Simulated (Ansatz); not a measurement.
How far PBE-D3(BJ) and r2SCAN+rVV10 part for Ta2N, uniaxial strain ε_zz = +5.38 %

Consider Ta$_{2}$N in the anti-CdI2 type structure (space group P-3m1, No. 164; a = 3.074 Å, c = 4.855 Å; relaxed with 0.1 eV smearing). Axes: x lies along a and z along c of the hexagonal cell.

(Cell as relaxed with PBE-D3(BJ).)

Levels (all Ansatz, a quantum-chemistry and plane-wave program, PAW): PBE-D3(BJ) (420 eV, no SOC); r2SCAN+rVV10 (500 eV, scalar-relativistic without spin-orbit coupling).

Each level relaxes its own structure.

```csv
base,PBE-D3(BJ),r2SCAN+rVV10
volume per atom,13.24 Å³,13.26 Å³
lattice parameter a,3.074 Å,3.065 Å
band gap,zero,zero
```

The change: uniaxial strain ε_zz = +5.38 %, all other strain components held at zero, atoms relaxed at fixed cell.

| quantity | PBE-D3(BJ) | r2SCAN+rVV10 |
|---|---|---|
| pressure (mean of the normal stresses, compression positive) | -13.8 GPa | ___ |
| energy relative to the base (free energy F) | +47 meV/atom | ___ |

**Question.** What does r2SCAN+rVV10 give?

**Answer.** 
- pressure (mean of the normal stresses, compression positive), r2SCAN+rVV10: -14.1 GPa
- energy relative to the base (free energy F), r2SCAN+rVV10: +47 meV/atom

PBE-D3(BJ)'s pressure lies 0.3 GPa above r2SCAN+rVV10's; the two agree on the energy relative to the base. Neither level is exact; r2SCAN+rVV10 is the comparison here, not a measurement.

Whether these cells are dynamically stable was not tested. The final runs are not spin-polarised. An odd electron count without spin: Ta2N.
